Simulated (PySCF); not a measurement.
PySCF 2.14.0, BP86/def2-svp, df: Mo(S)2(SH)2 ([S]=[Mo](=[S])([SH])[SH]), 7 atoms. The geometry is a generated start, not checked to be a minimum at this level.

| Item | Result |
|---|---|
| task | energy |
| method | bp86 |
| basis | def2-svp |
| two-electron scheme | density fitting |
| mol.max_memory | 3000 MB |
| mf.max_cycle | 100 |
| mf.conv_tol | 1e-09 (default) |
| mf.grids.level | 3 (default) |
| effective core potentials | those of the basis set, past Kr |
| basis functions | 113 |
| grid points | 117576 |

```xyz
7

Mo     0.2696    -0.1431     0.2689
S      1.9011    -1.4358    -0.2492
S      0.2089     0.3749     2.3502
S      0.5071     1.8180    -0.9518
H      0.0956     2.6875    -0.0261
S     -1.7249    -1.2119    -0.2470
H     -1.2574    -2.0896    -1.1449
```

Charge 0 and multiplicity 1 are set for this test and not shown to be the ground state.

With the defaults (mf.DIIS = CDIIS, mf.diis_space = 8, mf.diis = true, mf.damp = 0, mf.diis_start_cycle = 1, newton = off, mf.init_guess = minao) it converges in 18 Fock builds. One run each on 2 threads, 1 BLAS thread, with these changes:
- newton = Hessian by the SCF's own integrals
- mf.DIIS = EDIIS
- mf.diis = false, mf.damp = 0.7, mf.diis_start_cycle = 999
- mf.init_guess = 1e
- mf.diis = false
- mf.damp = 0.7, mf.diis_start_cycle = 8
- mf.diis_space = 3
- mf.init_guess = mod_huckel
- mf.init_guess = atom

Task: Name the settings that don't reach the solution of the defaults.

Result: No convergence: mf.DIIS = EDIIS; mf.diis_space = 3; mf.diis = false; mf.diis = false, mf.damp = 0.7, mf.diis_start_cycle = 999 (the run ends without SCF convergence in 100 cycles). The rest reach the solution of the defaults.

```tsv
setting	Fock builds	end
the defaults	18	same solution
mf.init_guess = atom	20	same solution
mf.init_guess = mod_huckel	22	same solution
mf.init_guess = 1e	22	same solution
mf.damp = 0.7, mf.diis_start_cycle = 8	26	same solution
newton = Hessian by the SCF's own integrals	31	same solution
mf.DIIS = EDIIS	101	no convergence
mf.diis_space = 3	101	no convergence
mf.diis = false	101	no convergence
mf.diis = false, mf.damp = 0.7, mf.diis_start_cycle = 999	101	no convergence
```

Under newton the count holds the products with the orbital Hessian.
